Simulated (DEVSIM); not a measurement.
Device: illuminated GaAs p-on-n cell, one wavelength, at 400 K.

Layer 1 from the left is GaAs, thickness (μm) 0.0720, Na (cm⁻³) 1.1e18, τn (s) 1.6e-11, τp (s) 2e-11, absorption coefficient (cm⁻¹) 32000. Layer 2 from the left is GaAs, thickness (μm) 2.70, Nd (cm⁻³) 4.5e16, τn (s) 9.1e-10, τp (s) 9.1e-10, absorption coefficient (cm⁻¹) 32000.

Left contact: ohmic, minority electron recombination velocity 5000 cm/s. Right contact: ohmic, minority hole recombination velocity 10000 cm/s. Voltage is applied to the left contact. Recombination: SRH at mid-gap, radiative, Auger. Light enters at the left, 1.1e17 photons cm⁻² s⁻¹, one pass, no reflection. Mobility is μmin + (μ − μmin)/(1 + (N/Nref)^α).

Constants are typed, rounded textbook-type inputs, not results; the design itself was drawn at random and stands for no fabricated device. Values at 300 K; Nc and Nv go as T^1.5, mobilities as T to minus their exponent, the gap by Varshni's rule with the affinity fixed.

GaAs: gap (eV) 1.424, affinity (eV) 4.07, permittivity 12.9, Nc (cm⁻³) 4.7e17, Nv (cm⁻³) 9e18, μn (cm²/Vs) 8500, μp (cm²/Vs) 400, μn,min 500, μp,min 20, Nref,n 6e16, Nref,p 1.5e17, αn 0.39, αp 0.38, T exponent of μn 2.1, T exponent of μp 2.2, B (cm³/s) 2e-10, Cn (cm⁶/s) 1e-30, Cp (cm⁶/s) 1e-30, Varshni α (eV/K) 0.000541, Varshni β (K) 204.

Model (solved in DEVSIM): 1D drift-diffusion, Boltzmann statistics, complete ionisation; no tunnelling, impact ionisation, image-force lowering or self-heating.

Problem. What does the simulation give for the fill factor, the open-circuit voltage, the short-circuit current, the dark forward voltage at 100 A/cm²?

Solution. fill factor 0.68; open-circuit voltage 0.633 V; short-circuit current 15.0 mA/cm²; dark forward voltage at 100 A/cm² 1.022 V.
